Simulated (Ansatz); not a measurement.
## Fermi-surface data of Mo (Im-3m)

Here is the system:

```
Mo
1.0
   -1.55568     1.55568     1.55568
    1.55568    -1.55568     1.55568
    1.55568     1.55568    -1.55568
Mo
1
Direct
  0.00000   0.00000   0.00000
```

Calculation: PBEsol with spin-orbit coupling, rigid bands (plane waves, PAW; Ansatz, a program for electronic structure). Condition of this run: hydrostatic pressure 5 GPa with spin-orbit coupling (the target of the relaxation). How the cell was made: cell and atoms relaxed with PBEsol, then loaded as said.

The density of states at the Fermi level is 0.576 states/(eV·cell), both spins. The bare Sommerfeld coefficient is 1.36 mJ/(mol of atoms·K²), the drude plasma energy is 8.9 eV and the root-mean-square Fermi velocity comes out as 8.9e5 m/s. The resistivity times τ comes out as 6.1 ×10⁻²² Ω·m·s. The resistivity times mean free path comes out as 5.9 ×10⁻¹⁶ Ω·m².

A metal at this level (no band gap); rigid bands, thermally averaged at 300 K, both spins. τ is one relaxation time for all states; the product of resistivity and mean free path takes one path for all states instead.
